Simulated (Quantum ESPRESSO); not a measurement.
**σyy against uniaxial strain in fluorite-structure AuAl2 (space group 225): C12 (Quantum ESPRESSO, LDA)**

```
AuAl2
1.0
    0.00000     2.97707     2.97707
    2.93241     0.00000     2.97707
    2.93241     2.97707     0.00000
Al Au
2 1
Direct
  0.25000   0.25000   0.25000
  0.75000   0.75000   0.75000
  0.00000   0.00000   0.00000
```

Computed with LDA (PZ), GBRV 1.5 ultrasoft (LDA) pseudopotentials (plane waves; Quantum ESPRESSO). Settings: ecutwfc = 52 Ry; ecutrho = 416 Ry; occupations = smearing; smearing = fd; degauss = 0.0036749 Ry; potentials = {Al: al_lda_v1.uspp.F.UPF, Au: au_lda_v1.uspp.F.UPF}; K_POINTS = automatic 20 20 20 0 0 0; conv_thr = 1e-10 Ry. The cell above is the first row's. The rows stretch one cube axis (x) by the strain ε and hold the other two. Stress is positive in tension. In all rows fractional positions and the k mesh are held.

```
ε (%)  σyy (GPa)
-----  ---------
-1.5           ?
-1.0       -1.03
-0.5       -0.51
0.0         0.00
0.5         0.50
1.0         0.99
1.5         1.45
2.0         1.91
```

Q: Fit σyy against ε with a parabola, and predict the withheld value at ε = -1.5.

A: Least squares gives σyy = 0.003 + 1.0079·ε - 0.0271·ε². Residuals (row less fit): 0.002, -0.002, -0.003, 0.000, 0.006, -0.004, 0.000; standard error 0.004 (degrees of freedom: 4). The slope at ε = 0, 1.0079 GPa per cent, gives C12 ≈ 100 × 1.0079 = 101 GPa, for the static lattice. At the withheld row, σyy = 0.003 + 1.0079 × (-1.5) - 0.0271 × (-1.5)² = -1.570 GPa. The calculation gives -1.57 GPa, which the fit meets to the printed digits. The row lies outside the fitted rows, so this is an extrapolation. From the scatter of the fitted rows alone, a prediction at this place has a standard error of 0.008 GPa, so the miss is 0.0 times that.

Carrying the step between the two nearest rows on in a straight line would have given -1.55, off by 0.02; series whose last step already gives the withheld value aren't shown. The reference cell has the volume at which an earlier scan in this program and functional put its minimum by a fit. The runs keep the symmetry of the cell, so they don't test it for distortions. The unstrained cell stands at a pressure of 0.00 GPa, and the constants belong to that pressure. By symmetry this strain leaves no force on the atoms; the largest in the rows is 0.000 eV/Å. Spin-orbit coupling is off. Without a gap such slopes are sensitive to mesh and smearing. Cutoffs and mesh are single choices, not tested for convergence of this quantity. Series with a scatter that would blur these digits, or in which a gap closes, are not shown. Strain series were run only where this level's volume lies within 10 % of a first guess from the measured size.
